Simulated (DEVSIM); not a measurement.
Device: Schottky contact on n-type Si, at 300 K.

Layer 1 from the left is Si, thickness (μm) 1.90, Nd (cm⁻³) 1.2e16, τn (s) 2.5e-7, τp (s) 2.5e-7.

Left contact: Schottky, work function 4.69 eV, emission velocity 5.4e6 cm/s. Right contact: ohmic. Voltage is applied to the left contact. Recombination: SRH at mid-gap. Mobility is μmin + (μ − μmin)/(1 + (N/Nref)^α).

The device is made up for the run: typed textbook-type constants, with dimensions and the other settings drawn at random. Values at 300 K.

Si: gap (eV) 1.124, affinity (eV) 4.05, permittivity 11.7, Nc (cm⁻³) 2.86e19, Nv (cm⁻³) 3.1e19, μn (cm²/Vs) 1417, μp (cm²/Vs) 470, μn,min 52, μp,min 45, Nref,n 9.7e16, Nref,p 2.2e17, αn 0.68, αp 0.72.

DEVSIM, 1D drift-diffusion, Boltzmann statistics, complete ionisation; no tunnelling, impact ionisation, image-force lowering or self-heating. Metal contacts follow the ideal Schottky-Mott rule: no Fermi-level pinning, no interface dipoles.

Dark forward current:

```tsv
|V| (V)	|J| (A/cm²)
0.05	0.002290
0.10	0.01796
0.15	0.1248
0.20	0.8486
0.25	5.633
0.30	34.11
0.35	152.0
0.40	417.8
0.45	798.5
0.50	1245
0.55	1729
0.60	2236
```

Work out the local ideality factor n = ΔV / (kT/q · ln(J2/J1)) between the rows 0.15 and 0.20 V, 0.55 and 0.60 V.

kT/q = 25.85 mV. From 0.15 to 0.20 V: ln(0.8486/0.1248) = 1.917, n = 1.01, near the 1 of diffusion or emission over a barrier. From 0.55 to 0.60 V: ln(2236/1729) = 0.257, n = 7.52; the layers' resistance at their doping, Σ W/(qμN) = 8.6e-5 Ω cm², would take 44 mV of this step of 50 mV.

Estimate the current at 0.20 V for emission alone, J0 = q v N_band exp(−φB/kT), and read the barrier back from the simulated current.

φB = 0.640 eV, N_band = 2.86e19 cm⁻³, J0 = 0.000438 A/cm²; J = J0 (exp(qV/kT) − 1) = 1.00 A/cm². The simulation gives 0.849 A/cm²; the estimate lies 18 % above. Read backwards, the simulated current gives an apparent barrier of 0.644 eV. The estimate leaves out transport through the depletion region and minority injection.
